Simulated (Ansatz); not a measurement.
NaF: isotropic strain −3.00 %

Start from NaF in the rock salt structure (space group Fm-3m, No. 225; a = 4.6291 Å).

Now apply this change: every lattice vector is shortened by 3.00 %; the atoms relax in the strained cell.

Calculations: plane-wave PAW DFT at the PBEsol level (Ansatz, an electronic-structure program, 420 eV), scalar-relativistic without spin-orbit coupling. Settings: 12×12×12 k-points, 0.05 eV Fermi–Dirac smearing.

| quantity | base | changed | shift |
|---|---|---|---|
| space group | Fm-3m (No. 225) | Fm-3m (No. 225) | – |
| energy relative to the base (free energy F) | 0 meV/atom | +17 meV/atom | +17 meV/atom |
| pressure | 0.00 GPa | 5.48 GPa | +5.48 GPa |
| band gap | 6.20 eV | 6.71 eV | +0.51 eV |
| gap character | direct at Γ | direct at Γ | – |
| mean gap deformation potential ΔEg/Δln V | – | -5.5 eV | – |
| width of the top valence band | 0.58 eV | 0.67 eV | +0.09 eV |
| electron mass | 0.56 mₑ (at Γ) | 0.55 mₑ (at Γ) | – |

Final structure:

```
CELL_PARAMETERS angstrom
      0.00000     2.24510     2.24510
      2.24510     0.00000     2.24510
      2.24510     2.24510     0.00000
ATOMIC_POSITIONS crystal
  Na 0.00000 0.00000 0.00000
  F  0.50000 0.50000 0.50000
```

Masses are band curvatures over ±0.01 Å⁻¹ around the edge. No phonon test of stability was made.
